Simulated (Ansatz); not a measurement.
Worked example: self-consistent single point of a (100) slab of HfN (cut from a parent of space group no. 225; 8 atoms in the cell) in Ansatz (a program for electronic structure).

Method of the run: PBEsol, PAW files made with PBE (plane waves; Ansatz).

The change in words: vacuum of 3 angstrom (first run: 14 Å). Reference geometry:
```
CELL_PARAMETERS angstrom
      3.18014     0.00000     0.00000
     -3.18014     3.18014     0.00000
      0.00000     0.00000    20.74601
ATOMIC_POSITIONS crystal
  Hf 0.00000 0.00000 0.44581
  Hf 0.00000 0.50000 0.33741
  Hf 0.00000 0.00000 0.66259
  Hf 0.00000 0.50000 0.55420
  N  0.00000 0.00000 0.33741
  N  0.00000 0.50000 0.44581
  N  0.00000 0.00000 0.55420
  N  0.00000 0.50000 0.66259
```

Reference input (self-consistent single point, DFT, PBEsol, plane waves, PAW files made with PBE): basis.ecutwfc = 30.9 Ry; kpoints.mp_grid.grid = 13 13 1; hamiltonian.xc = pbesol; hamiltonian.pseudopotentials = {kind: paw} (the program's default PAW files); scf.occupations.method = fermi_dirac; scf.occupations.width = 0.0073 Ry. This run's input differs from it in these lines:

Ansatz 0.2 input:
```diff
@@ -4,12 +4,12 @@
     - [-3.180142, 3.180142, 0.000000]
-    - [0.000000, 0.000000, 20.746011]
+    - [0.000000, 0.000000, 9.746022]
   atoms:
-    - { symbol: Hf, position: [0.000000, 0.000000, 0.445807] }
-    - { symbol: Hf, position: [0.000000, 0.500000, 0.337414] }
-    - { symbol: Hf, position: [0.000000, 0.000000, 0.662586] }
-    - { symbol: Hf, position: [0.000000, 0.500000, 0.554199] }
-    - { symbol: N, position: [0.000000, 0.000000, 0.337414] }
-    - { symbol: N, position: [0.000000, 0.500000, 0.445807] }
-    - { symbol: N, position: [0.000000, 0.000000, 0.554199] }
-    - { symbol: N, position: [0.000000, 0.500000, 0.662586] }
+    - { symbol: Hf, position: [0.000000, 0.000000, 0.384641] }
+    - { symbol: Hf, position: [1.000000, 0.500000, 0.153909] }
+    - { symbol: Hf, position: [0.000000, 0.000000, 0.846091] }
+    - { symbol: Hf, position: [1.000000, 0.500000, 0.615371] }
+    - { symbol: N, position: [0.000000, 0.000000, 0.153909] }
+    - { symbol: N, position: [1.000000, 0.500000, 0.384641] }
+    - { symbol: N, position: [0.000000, 0.000000, 0.615371] }
+    - { symbol: N, position: [1.000000, 0.500000, 0.846091] }
 basis:
```

Output, abridged:

```
SCF iter   1: F=—  HF=-63923.170461 eV  |F-HF|=—  |Δ(HF+E_count)|=         —  Δρ=4.96e-2  dr2=4.72e0  ethr=3.10e-3  ⟨swp⟩=5.1  Hψ=6355  notcnv=0  defer=8
all-band conjugate gradients solve this SCF's bands
preconditioner: auto → Kerker (q_TF=auto, 2.835 Å⁻¹)
SCF iter   2: F=—  HF=-63922.859001 eV  |F-HF|=—  |Δ(HF+E_count)|=   3.11e-1  Δρ=3.12e-2  dr2=2.14e0  ethr=3.10e-3  ⟨swp⟩=1.8  Hψ=2470  notcnv=0  defer=15
   [... lines left out ...]
SCF iter   9: F=—  HF=-63922.568705 eV  |F-HF|=—  |Δ(HF+E_count)|=   3.75e-5  Δρ=5.29e-5  dr2=3.02e-6  ethr=1.94e-8  ⟨swp⟩=3.2  Hψ=4195  notcnv=0  defer=35
SCF iter  10: F=—  HF=-63922.568702 eV  |F-HF|=—  |Δ(HF+E_count)|=   2.21e-6  Δρ=2.42e-5  dr2=6.91e-7  ethr=2.44e-9  ⟨swp⟩=2.8  Hψ=4020  notcnv=0  defer=35
SCF iter  11: F=—  HF=-63922.568702 eV  |F-HF|=—  |Δ(HF+E_count)|=   1.69e-8  Δρ=1.43e-5  dr2=1.46e-7  ethr=5.57e-10  ⟨swp⟩=2.4  Hψ=3783  notcnv=0  defer=35
SCF iter  12: F=-63922.568702 eV  HF=-63922.568702 eV  |F-HF|=1.81e-8  |Δ(HF+E_count)|=   2.21e-8  Δρ=3.57e-6  dr2=2.39e-8  ethr=8.06e-11  ⟨swp⟩=12.8  Hψ=11840  notcnv=0
SCF 1 converged in 12 iterations: F = -63922.568702 eV  dr2 = 2.39e-8
Free energy (F): -63922.568702 eV
Internal energy: -63922.464538 eV  (E = F + TS)
E sigma→0 (E₀):  -63922.516620 eV
Entropy (-TS):   -0.104164 eV (-13.021 meV/atom)
Fermi energy:    20.642743 eV
--- Forces (eV/Å), atoms counted from 1 ---
  atom   1  Hf     0.00000000     0.00000000     0.07119496
  atom   2  Hf     0.00000000    -0.00000000    -0.19228284
  atom   3  Hf     0.00000000    -0.00000000     0.19228284
  atom   4  Hf     0.00000000     0.00000000    -0.07119496
  atom   5  N      0.00000000     0.00000000    -0.57063179
  atom   6  N      0.00000000     0.00000000    -0.85375967
  atom   7  N      0.00000000     0.00000000     0.85375967
  atom   8  N      0.00000000     0.00000000     0.57063179
--- Stress (GPa, compression-positive) ---
       -3.433752       0.000000       0.000000
        0.000000      -3.433752       0.000000
        0.000000       0.000000     -11.172255
  P = ⅓ Tr σ = -6.0133 GPa (-60.133 kbar)
  The stress holds the Pulay correction. Without it, at fixed plane waves, as pw.x and ABINIT print it: P = -6.3405 GPa
```

The run converged in 12 iterations. Against the reference run the free energy goes down by 111 meV/atom and the largest force goes from 1.443 to 0.854 eV/Å.

The starting cell has typed, rounded lattice constants, without a prior relaxation at this level. The slab is cut from that crystal, and its faces are unrelaxed. Its lattice was rescaled by up to half a per cent. Spin polarisation is off, though cut faces can carry moments; the slab shows no gap.
